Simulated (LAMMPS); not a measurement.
MD of TiO2 (anatase) at zero pressure over temperature, 600 atoms; each row names its start.

Level of theory: classical MD, Buckingham potential of Matsui and Akaogi, Mol. Simul. 6, 239 (1991), as tabulated by Reinhardt, J. Chem. Phys. 151, 064505 (2019), used with rigid ions (no shells), PPPM sums, short-range terms cut at 10 Å, modified for these runs by an r^-4 repulsive force inside the short-range force's maximum (LAMMPS).

```csv
"T (K), start",state,volume,enthalpy,"first peak of g(r), O-Ti",coordination number of O by Ti,D(O),D(Ti)
"100, crystal",crystal; no diffusion seen in 21 ps,11.3678 ± 0.0002 Å³/atom,-13.1334 ± 0.0001 eV/atom,"1.94 Å, height 21.9",3.00 (counted to 2.66 Å),-,-
"200, crystal",crystal; no diffusion seen in 21 ps,11.3966 ± 0.0002 Å³/atom,-13.1075 ± 0.0002 eV/atom,"1.94 Å, height 18.2",3.00 (counted to 2.70 Å),-,-
"300, crystal",crystal; no diffusion seen in 21 ps,11.4245 ± 0.0003 Å³/atom,-13.0813 ± 0.0002 eV/atom,"1.94 Å, height 16.0",3.00 (counted to 2.74 Å),-,-
"940, crystal",crystal; no diffusion seen in 21 ps,11.619 ± 0.001 Å³/atom,-12.9101 ± 0.0008 eV/atom,"1.94 Å, height 10.1",3.00 (counted to 2.94 Å),-,-
"1260, crystal",crystal; no diffusion seen in 21 ps,11.728 ± 0.002 Å³/atom,-12.8237 ± 0.0009 eV/atom,"1.94 Å, height 8.8",3.00 (counted to 3.02 Å),-,-
"1580, crystal",crystal; no diffusion seen in 21 ps,11.846 ± 0.002 Å³/atom,-12.733 ± 0.001 eV/atom,"1.94 Å, height 7.8",3.00 (counted to 3.02 Å),-,-
"1890, crystal",crystal; no diffusion seen in 21 ps,11.963 ± 0.002 Å³/atom,-12.647 ± 0.001 eV/atom,"1.94 Å, height 7.3",-,-,-
"2200, crystal",crystal; no diffusion seen in 21 ps,12.096 ± 0.004 Å³/atom,-12.5544 ± 0.0005 eV/atom,"1.93 Å, height 6.6",3.00 (counted to 3.02 Å),-,-
"2520, crystal",crystal; no diffusion seen in 21 ps,12.245 ± 0.002 Å³/atom,-12.458 ± 0.001 eV/atom,"1.93 Å, height 6.1",-,-,-
"1160, melt",viscous melt or glass; no diffusion seen in 42 ps,11.17 ± 0.01 Å³/atom,-12.702 ± 0.002 eV/atom,"1.93 Å, height 6.9",3.02 (counted to 2.66 Å),-,-
"1470, melt","slow or partial motion within 42 ps, no clear phase",11.371 ± 0.005 Å³/atom,-12.614 ± 0.002 eV/atom,"1.93 Å, height 6.2",3.10 (counted to 2.78 Å),-,-
"1680, melt","slow or partial motion within 42 ps, no clear phase",11.22 ± 0.03 Å³/atom,-12.552 ± 0.003 eV/atom,"1.93 Å, height 5.8",3.09 (counted to 2.74 Å),-,-
"1890, melt",liquid,11.44 ± 0.02 Å³/atom,-12.467 ± 0.002 eV/atom,"1.92 Å, height 5.6",3.12 (counted to 2.82 Å),(7.7 ± 0.5) × 10^-6 cm²/s,(3.3 ± 0.2) × 10^-6 cm²/s
"2100, melt",liquid,11.62 ± 0.03 Å³/atom,-12.387 ± 0.003 eV/atom,"1.91 Å, height 5.5",3.06 (counted to 2.78 Å),(1.22 ± 0.06) × 10^-5 cm²/s,(5.9 ± 0.3) × 10^-6 cm²/s
"2310, melt",liquid,11.95 ± 0.01 Å³/atom,-12.301 ± 0.002 eV/atom,"1.92 Å, height 5.3",3.06 (counted to 2.82 Å),(2.3 ± 0.2) × 10^-5 cm²/s,(1.35 ± 0.08) × 10^-5 cm²/s
"2620, melt",liquid,12.29 ± 0.03 Å³/atom,-12.183 ± 0.002 eV/atom,"1.90 Å, height 5.0",2.95 (counted to 2.78 Å),(4.5 ± 0.1) × 10^-5 cm²/s,(2.5 ± 0.1) × 10^-5 cm²/s
"2730, melt",liquid,12.49 ± 0.03 Å³/atom,-12.142 ± 0.002 eV/atom,"1.91 Å, height 5.0",2.90 (counted to 2.74 Å),(5.0 ± 0.1) × 10^-5 cm²/s,(2.7 ± 0.1) × 10^-5 cm²/s
"2940, melt",liquid,12.80 ± 0.04 Å³/atom,-12.060 ± 0.003 eV/atom,"1.90 Å, height 5.1",2.94 (counted to 2.82 Å),(6.2 ± 0.3) × 10^-5 cm²/s,(3.8 ± 0.2) × 10^-5 cm²/s
"3360, melt",liquid,13.41 ± 0.05 Å³/atom,-11.907 ± 0.003 eV/atom,"1.89 Å, height 4.9",2.89 (counted to 2.86 Å),(1.02 ± 0.02) × 10^-4 cm²/s,(6.8 ± 0.5) × 10^-5 cm²/s
```

Caution (rows 100, crystal; 200, crystal; 300, crystal; 940, crystal; 1260, crystal; 1580, crystal; 1890, crystal; 2200, crystal; 2520, crystal): in nature this polymorph isn't the stable one over the whole range of temperature at this pressure, and short runs keep a crystal in its starting form.

Caution (rows 940, crystal; 1260, crystal; 1580, crystal; 1890, crystal; 2200, crystal; 2520, crystal; 1890, melt; 2100, melt; 2310, melt; 2620, melt; 2730, melt; 2940, melt; 3360, melt): a run this short can hold a crystal over, or a liquid under, the potential's own melting point, which these runs don't give.

Caution (row 1890, melt): enthalpy drifts during the constant-pressure average: a transition or slow ageing; fluctuation values are void.

From the crystal rows between 100 and 300 K, estimate the mean linear expansion coefficient and the heat capacity. The slope of ln V over three gives 8.3 × 10^-6 /K, and dH/dT = 3.0 kB/atom. Nuclei are classical here, so the heat capacity stays near 3 kB/atom, where a real crystal's falls off below its Debye temperature.

Fit an Arrhenius law to the diffusion of O in the liquid. ln D against 1/T from 1890 to 3360 K gives an activation energy of 0.99 eV and D0 = 0.0032 cm²/s.

Fit an Arrhenius law to the diffusion of Ti in the liquid. ln D against 1/T from 1890 to 3360 K gives an activation energy of 1.13 eV and D0 = 0.0034 cm²/s.

States go by the mean squared displacement: a species diffuses where it passes 1.5 Å², still rises and gives D over 1e-6 cm²/s; a crystal has left its structure where atoms lie 0.35 Å off their sites on average or a cubic box changes its shape by 3 %, or the axial ratios of another lie 8 % off the starting cell's, which the potential's own relaxation can also do.

Errors of D are the spread over four groups of atoms in one short run; a floor of about 5 %, a picked value, is safer.

The ± values are statistical; the model's systematic error is not in them.
